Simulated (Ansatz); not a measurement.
Given:

```
CELL_PARAMETERS angstrom
      4.18520     0.00000     0.00000
      0.00000     4.18520     0.00000
      0.00000     0.00000     2.66884
ATOMIC_POSITIONS crystal
  Si 0.00000 0.00000 0.00000
  Si 0.50000 0.50000 0.50000
  O  0.30610 0.30610 0.00000
  O  0.80610 0.19390 0.50000
  O  0.19390 0.80610 0.50000
  O  0.69390 0.69390 0.00000
```

No spin polarisation.

The values are results of r2SCAN, PAW, 500 eV (Ansatz, a program for electronic structure; no spin-orbit coupling), not measurements. Settings: 8×8×12 k-points, 0.05 eV Fermi–Dirac smearing.

### Question
Predict the band gap, hole mass, gap character and width of the top valence band.

### Answer
- Band gap: 6.51 eV
- Hole mass: 1.7 mₑ along c, 1.1 mₑ across (at Γ)
- Gap character: direct at Γ
- Width of the top valence band: 2.71 eV

Masses are band curvatures over ±0.01 Å⁻¹ around the edge. No phonon test of stability was made. The cell was made from SnO2 by this change: Sn → Si.
